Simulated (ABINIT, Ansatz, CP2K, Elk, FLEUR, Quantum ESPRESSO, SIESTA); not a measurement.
# Sc3SnB (Pm-3m, 5 atoms in the cell) computed with different codes at matched settings

Self-consistent single point, at a second geometry (lattice scaled by 0.98). First geometry:

```xyz
5
Lattice="4.6642 0.0000 0.0000 0.0000 4.6642 0.0000 0.0000 0.0000 4.6642" Properties=species:S:1:pos:R:3 pbc="T T T"
Sc     2.3321     0.0000     2.3321
Sc     0.0000     2.3321     2.3321
Sc     2.3321     2.3321     0.0000
Sn     0.0000     0.0000     0.0000
B      2.3321     2.3321     2.3321
```

Shared settings, as Ansatz (an electronic-structure program) writes them: kpoints.mp_grid.grid = 6 6 6; scf.occupations.method = fermi_dirac; scf.occupations.width = 0.1 eV. Potentials and cutoffs stand in the table.

```json
[
 {"code": "Ansatz", "model": "LDA (PW92), PAW files made with PBE", "ΔF from the first geometry (meV/atom)": "-27.6", "pressure (GPa)": "-1.19", "cutoff": "default"},
 {"code": "ABINIT", "model": "LDA (PW92), PAW (JTH v2.0 LDA PAW)", "ΔF from the first geometry (meV/atom)": "-26.9", "pressure (GPa)": "-1.12", "cutoff": "30 Ha"},
 {"code": "FLEUR", "model": "LDA (Perdew-Zunger), all-electron FLAPW (FLEUR), scalar-relativistic valence", "ΔF from the first geometry (meV/atom)": "-26.0", "pressure (GPa)": "–", "cutoff": "Kmax 4.1 1/bohr"},
 {"code": "CP2K", "model": "LDA (Pade form), GPW, DZVP-MOLOPT-SR-GTH basis, GTH-PADE potentials (GTH_POTENTIALS)", "ΔF from the first geometry (meV/atom)": "-27.9", "pressure (GPa)": "-1.24", "cutoff": "grid 600 Ry"},
 {"code": "Quantum ESPRESSO", "model": "LDA (PW92), PseudoDojo standard norm-conserving (LDA) pseudopotentials", "ΔF from the first geometry (meV/atom)": "-27.5", "pressure (GPa)": "-1.16", "cutoff": "80 Ry"},
 {"code": "Elk", "model": "LDA (PW92), all-electron FP-LAPW, Elk's shipped species files, APW+lo basis with extra local orbitals", "ΔF from the first geometry (meV/atom)": "-26.1", "pressure (GPa)": "–", "cutoff": "rgkmax 8"},
 {"code": "SIESTA", "model": "LDA PW92, numerical atomic orbitals DZP, PseudoDojo LDA standard norm-conserving potentials (rewritten from UPF to PSML)", "ΔF from the first geometry (meV/atom)": "-32.8", "pressure (GPa)": "-1.91", "cutoff": "grid 300 Ry"}
]
```

A dash marks a value that a program does not give, or that is left out as unsure.

The spread over the programs that give each value: ΔF from the first geometry within 6.8 meV/atom; pressure within 0.79 GPa.

CP2K and SIESTA use small atom-centred bases, whose incompleteness enters pressures, forces and empty levels differently from a plane-wave cutoff. FLEUR and Elk treat all electrons, but the usual bases taken here (sphere radii, linearisation, local orbitals, empty states) were not tested for convergence, so the values are no reference for the others. Ansatz's pressure is given at a fixed set of plane waves, as the other plane-wave codes print theirs.

The starting cell comes from a database of computed structures (which also holds hypothetical and non-ambient phases and stackings), without a prior relaxation at this level. Its lattice was rescaled by a random factor within 2.5 % of one. For this run, on top of that: lattice scaled by 0.98.

Left out of this page: GPAW (failed or unconverged).

Keys are those of Ansatz 0.2.
